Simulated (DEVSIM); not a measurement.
Structure: illuminated GaAs p-on-n cell, one wavelength, at 400 K.

```tsv
layer (left to right)	material	thickness (μm)	Nd (cm⁻³)	Na (cm⁻³)	τn (s)	τp (s)	absorption coefficient (cm⁻¹)
1	GaAs	0.230	-	1.2e18	5.3e-9	9e-9	8600
2	GaAs	0.700	3.1e16	-	4.1e-8	4.1e-8	8600
```

Left contact: ohmic, minority electron recombination velocity 20 cm/s. Right contact: ohmic, minority hole recombination velocity 10000 cm/s. Voltage is applied to the left contact. Recombination: SRH at mid-gap, radiative, Auger. Light enters at the left, 7.7e16 photons cm⁻² s⁻¹, one pass, no reflection. Mobility is μmin + (μ − μmin)/(1 + (N/Nref)^α).

Constants are typed, rounded textbook-type inputs, not results; the design itself was drawn at random and stands for no fabricated device. Values at 300 K; Nc and Nv go as T^1.5, mobilities as T to minus their exponent, the gap by Varshni's rule with the affinity fixed.

| parameter | GaAs |
|---|---|
| gap (eV) | 1.424 |
| affinity (eV) | 4.07 |
| permittivity | 12.9 |
| Nc (cm⁻³) | 4.7e17 |
| Nv (cm⁻³) | 9e18 |
| μn (cm²/Vs) | 8500 |
| μp (cm²/Vs) | 400 |
| μn,min | 500 |
| μp,min | 20 |
| Nref,n | 6e16 |
| Nref,p | 1.5e17 |
| αn | 0.39 |
| αp | 0.38 |
| T exponent of μn | 2.1 |
| T exponent of μp | 2.2 |
| B (cm³/s) | 2e-10 |
| Cn (cm⁶/s) | 1e-30 |
| Cp (cm⁶/s) | 1e-30 |
| Varshni α (eV/K) | 0.000541 |
| Varshni β (K) | 204 |

Simulated with DEVSIM: 1D drift-diffusion, Boltzmann statistics, complete ionisation; no tunnelling, impact ionisation, image-force lowering or self-heating.

The photon flux was swept, all else fixed.

| photon flux (cm^-2 s^-1) | fill factor | open-circuit voltage (V) | short-circuit current (mA/cm²) | largest power (mW/cm²) |
|---|---|---|---|---|
| 2.3e15 | 0.69 | 0.578 | 0.199 | 0.0795 |
| 7.7e15 | 0.73 | 0.637 | 0.666 | 0.308 |
| 2.3e16 | 0.75 | 0.686 | 1.99 | 1.03 |
| 7.7e16 | [?] | [?] | [?] | 3.81 |
| 2.3e17 | 0.80 | 0.778 | 19.9 | 12.3 |
| 7.7e17 | 0.81 | 0.822 | 66.6 | 44.4 |
| 2.3e18 | 0.82 | 0.862 | 199 | 140 |

### Question
Some entries are withheld; supply them.

### Answer

- 7.7e16, fill factor: 0.78
- 7.7e16, open-circuit voltage (V): 0.736
- 7.7e16, short-circuit current (mA/cm²): 6.66
